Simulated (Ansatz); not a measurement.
Worked example: self-consistent single point of AlGaN₂ (P3m1, 4 atoms in the cell) in Ansatz (a program for electronic structure).

Method of the run: LDA (PW92), default PAW files made with PBE (plane waves; Ansatz).

```xyz
4
Lattice="3.1296 0.0000 0.0000 -1.5648 2.7103 0.0000 0.0000 0.0000 5.0714" Properties=species:S:1:pos:R:3 pbc="T T T"
Al     0.0000     0.0000     5.1177
Ga     1.5648     0.9034     2.5214
N      1.5648     0.9034     0.5670
N      0.0000     0.0000     3.1857
```

Reference input (self-consistent single point, DFT, LDA (PW92), plane waves, default PAW files made with PBE): basis.ecutwfc = 420 eV; kpoints.mp_grid.grid = 9 9 5; hamiltonian.xc = lda; hamiltonian.pseudopotentials = {kind: paw} (the program's default PAW files); scf.occupations.method = fixed. This run's input differs from it in these lines:

Ansatz 0.2 input:
```diff
@@ -14,3 +14,3 @@
   mp_grid:
-    grid: [9, 9, 5]
+    grid: [6, 6, 3]
 hamiltonian:
```

Output, abridged:

```
SCF iter   1: F=—  HF=-4971.907567 eV  |F-HF|=—  |Δ(HF+E_count)|=         —  Δρ=1.16e-2  dr2=6.01e-2  ethr=1.77e-3  ⟨swp⟩=4.7  Hψ=1242  notcnv=0  defer=28
all-band conjugate gradients solve this SCF's bands
preconditioner: auto → none
SCF iter   2: F=—  HF=-4971.892578 eV  |F-HF|=—  |Δ(HF+E_count)|=   1.50e-2  Δρ=5.91e-3  dr2=1.02e-2  ethr=2.31e-4  ⟨swp⟩=2.2  Hψ=562  notcnv=0  defer=33
SCF iter   3: F=—  HF=-4971.889435 eV  |F-HF|=—  |Δ(HF+E_count)|=   3.14e-3  Δρ=1.62e-3  dr2=5.19e-4  ethr=3.92e-5  ⟨swp⟩=2.0  Hψ=435  notcnv=0  defer=34
SCF iter   4: F=—  HF=-4971.889246 eV  |F-HF|=—  |Δ(HF+E_count)|=   1.89e-4  Δρ=5.69e-4  dr2=8.67e-5  ethr=2.00e-6  ⟨swp⟩=2.9  Hψ=530  notcnv=0  defer=34
SCF iter   5: F=—  HF=-4971.889217 eV  |F-HF|=—  |Δ(HF+E_count)|=   2.95e-5  Δρ=1.24e-4  dr2=5.29e-6  ethr=3.34e-7  ⟨swp⟩=2.0  Hψ=497  notcnv=0  defer=7
SCF iter   6: F=—  HF=-4971.889215 eV  |F-HF|=—  |Δ(HF+E_count)|=   1.11e-6  Δρ=3.45e-5  dr2=5.74e-7  ethr=2.03e-8  ⟨swp⟩=2.0  Hψ=414  notcnv=0  defer=5
SCF iter   7: F=-4971.889215 eV  HF=-4971.889215 eV  |F-HF|=7.12e-9  |Δ(HF+E_count)|=   1.36e-7  Δρ=1.09e-5  dr2=2.96e-8  ethr=3.85e-10  ⟨swp⟩=6.5  Hψ=1517  notcnv=0
SCF 1 converged in 7 iterations: F = -4971.889215 eV  dr2 = 2.96e-8
Free energy (F): -4971.889215 eV
Internal energy: -4971.889215 eV  (E = F + TS)
E sigma→0 (E₀):  -4971.889215 eV
Fermi energy:    8.511023 eV
--- Forces (eV/Å), atoms counted from 1 ---
  atom   1  Al     0.00000000     0.00000000    -0.96060897
  atom   2  Ga    -0.00000000    -0.00000000     0.41690175
  atom   3  N      0.00000000     0.00000000     0.40162094
  atom   4  N      0.00000000     0.00000000     0.14209676
--- Stress (GPa, compression-positive) ---
       -1.198440      -0.000000       0.000000
       -0.000000      -1.198440      -0.000000
        0.000000      -0.000000      -3.922491
  P = ⅓ Tr σ = -2.1065 GPa (-21.065 kbar)
  The stress holds the Pulay correction. Without it, at fixed plane waves, as pw.x and ABINIT print it: P = -2.7625 GPa
```

The run converged in 7 iterations. Against the reference run the free energy rises by 1.2 meV/atom, the pressure moves little (-2.09 to -2.11 GPa), the largest force moves little (0.957 to 0.961 eV/Å) and the gap on the mesh hardly changes (2.935 to 2.933 eV).

The starting cell comes from a database of computed structures (which also holds hypothetical and non-ambient phases and stackings), without a prior relaxation at this level. Its lattice was rescaled by up to half a per cent. One atom was moved a little off its site on purpose. Ansatz's pressure includes its estimate of the finite-basis (Pulay) stress. Without the estimate this run gives -2.76 GPa.
